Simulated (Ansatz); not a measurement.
**Response to strain in TaC**

The reference is TaC in the rock salt structure (space group Fm-3m, No. 225; a = 4.440 Å; relaxed with 0.1 eV smearing). Axes: x, y, z lie along the cube axes.

Strains are applied to the cell and any free atomic positions relax; under biaxial strain the out-of-plane vector relaxes too; under stress the whole cell relaxes.

Method: PBEsol/PAW in Ansatz (an electronic-structure program), no spin-orbit coupling.

Candidates:
(a) isotropic strain +1.44 %
(b) isotropic strain −0.50 %
(c) uniaxial stress, 5 GPa compression along x
(d) strain tensor (xx, yy, zz, yz, xz, xy) = (+1.25, +0.67, +1.73, +1.27, +0.25, −0.99) %
(e) biaxial strain +4.94 %, plane normal [111], relaxed out of plane

Notes on the quantities. energy relative to the base: free energy F.

Order them by energy relative to the base, highest first.

(e) biaxial strain +4.94 %, plane normal [111], relaxed out of plane (+97 meV/atom), (d) strain tensor (xx, yy, zz, yz, xz, xy) = (+1.25, +0.67, +1.73, +1.27, +0.25, −0.99) % (+22 meV/atom), (a) isotropic strain +1.44 % (+21 meV/atom), (b) isotropic strain −0.50 % (+2.7 meV/atom), (c) uniaxial stress, 5 GPa compression along x (+1.1 meV/atom)

Beyond what the load breaks, stability against distortions was not tested. The final runs are not spin-polarised. An odd electron count without spin: TaC.
